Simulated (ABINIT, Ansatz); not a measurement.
An ABINIT input for a self-consistent single point of KF (Fm-3m, 2 atoms in the cell) (DFT, LDA (PW92), plane waves, PAW (JTH v2.0 LDA PAW)):

```
# KF, JTH v2.0 LDA PAW
pp_dirpath "./"
pseudos "K.LDA_PW-JTH.xml, F.LDA_PW-JTH.xml"
acell 3*1.0
rprim
         0.0000000000    5.0550173834    5.0550173834
         5.0550173834    0.0000000000    5.0550173834
         5.0550173834    5.0550173834   -0.0000000000
natom 2
ntypat 2
znucl 19 9
typat 1 2
xred
         0.0000000000    0.0000000000    0.0000000000
         0.5000000000    0.5000000000    0.5000000000
ecut 24
pawecutdg 48
pawxcdev 0
ixc 7
occopt 3
tsmear 0.01 eV
nband 13
kptopt 1
ngkpt 9 9 9
nshiftk 1
shiftk 0 0 0
nstep 50
tolvrs 1.0e-12
prtwf 0
prtden 0
```

Write the same calculation as an input for Ansatz (a first-principles code).

One input that does it (others would too):

Ansatz 0.2 input:
```yaml
crystal:
  lattice:
    - [0.00000000, 2.67500000, 2.67500000]
    - [2.67500000, 0.00000000, 2.67500000]
    - [2.67500000, 2.67500000, 0.00000000]
  atoms:
    - { symbol: K, position: [0.00000000, 0.00000000, 0.00000000] }
    - { symbol: F, position: [0.50000000, 0.50000000, 0.50000000] }
kpoints:
  mp_grid: { grid: [9, 9, 9] }
hamiltonian:
  xc: lda
  pseudopotentials: { kind: paw }
scf:
  occupations: { method: fermi_dirac, width: 0.01 }
output:
  forces: true
  eigenvalues: true
  stress: true
```

Basis settings and potentials, where a program has them, do not carry over. This input uses DFT, LDA (PW92), plane waves, default PAW files made with PBE. LDA parametrisations can differ slightly between programs. Both were run: pressure -3.58 GPa in ABINIT and -4.03 in Ansatz; gap on the mesh 5.776 eV in ABINIT and 5.790 in Ansatz. Ansatz's pressure is the one without its finite-basis correction.

On Ansatz: the starting cell has typed, rounded lattice constants, without a prior relaxation at this level. With a pressure of about -4 GPa the cell is away from its equilibrium volume at this level.

On ABINIT: the starting cell has typed, rounded lattice constants, without a prior relaxation at this level. With a pressure of about -4 GPa the cell is away from its equilibrium volume at this level.
